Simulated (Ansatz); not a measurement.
**Rh: transverse stress against strain**

Rh (fcc, Fm-3m, 13.735 Å³/atom at rest, cube axes along x, y and z) under a strain ε along a cube axis (axis z), the other axes held. r2SCAN in Ansatz, a plane-wave DFT program (PAW, default set), 500 eV, 30×30×30 Γ-centred mesh, Fermi-Dirac smearing 0.10 eV; ions are relaxed within the symmetry of each cell. Stress is positive for a compressed cell.

Here s stands for strain and y for stress xx.

| strain (%) | stress xx (GPa) |
|---|---|
| -1.50 | 3.17 |
| -1.00 | 2.07 |
| -0.50 | 1.01 |
| 0.00 | 0.00 |
| 0.50 | -0.97 |
| 1.00 | -1.91 |
| 1.50 | -2.80 |
| 3.00 | ? |

Fit y of the 7 rows that show it with a straight line. Means: s 0, y 0.081. About the means, the sum of products is -13.925 and the sum of squares of s is 7.0000; the slope is their ratio. Least squares gives y = 0.081 - 1.9893·s. Residuals (row less fit): 0.105, 0.000, -0.066, -0.081, -0.056, -0.002, 0.103; standard error 0.084 (degrees of freedom: 5). The slope gives the elastic constant C12 = 199 ± 3 GPa.

**Question.** Predict the withheld y at s = 3.00 from the fit, and compare with the calculation.

**Answer.** y = 0.081 - 1.9893 × 3.0 = -5.887 GPa. The calculation gives -5.28 GPa, 0.607 GPa above the prediction (7.2 % of the range of y in the table). The row lies outside the fitted rows, so this is an extrapolation. From the scatter of the fitted rows alone, a prediction at this place has a standard error of 0.132 GPa, so the miss is 4.6 times that.

One order more, fitted to all 13 runs of the series, follows each within 0.02, so the miss is the next term of a smooth law. In a metal these values are sensitive to mesh and smearing; energies are taken to zero smearing, stresses follow the free energy. Rows are the converged runs of the series near zero and its far end; series whose fitted rows scatter by over a few per cent of the range, as at a crossing or softening among them, aren't shown in this form. Most that stay on the fit to the last digits aren't either.
